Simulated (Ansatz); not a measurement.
System: double-hcp La. Method: PBEsol in Ansatz (plane waves, PAW).

Run with plane-wave cutoff 520 eV, 18×18×6 k mesh (along the axes of the cell as run), Fermi–Dirac smearing 0.036 eV (set by the program), scalar-relativistic PAW data made under PBE.

Cell (relaxed at this level):

```yaml
crystal:
  lattice:
    - [3.65794, 0.00000, 0.00000]
    - [-1.82897, 3.16787, 0.00000]
    - [0.00000, 0.00000, 11.72361]
  atoms:
    - { symbol: La, position: [0.00000, 0.00000, 0.00000] }
    - { symbol: La, position: [0.00000, 0.00000, 0.50000] }
    - { symbol: La, position: [0.66667, 0.33333, 0.75000] }
    - { symbol: La, position: [0.33333, 0.66667, 0.25000] }
```

Question: Estimate the Young modulus, elastic constant C11, elastic constant C66, elastic constant C12, elastic constant C44, elastic constant C13 and elastic constant C33 that the calculation returns.

Answer: 
- Young modulus = 47.7 GPa
- elastic constant C11 = 56.2 GPa
- elastic constant C66 = 20.2 GPa
- elastic constant C12 = 15.7 GPa
- elastic constant C44 = 16.5 GPa
- elastic constant C13 = 8.46 GPa
- elastic constant C33 = 62.6 GPa

Elastic constants are with the ions relaxed.

Spin–orbit coupling is not included.

Static lattice: no zero-point or thermal effects.

It cost around 60 core-minutes (rough) of CPU time.

Ansatz is a quantum-chemistry and plane-wave program.
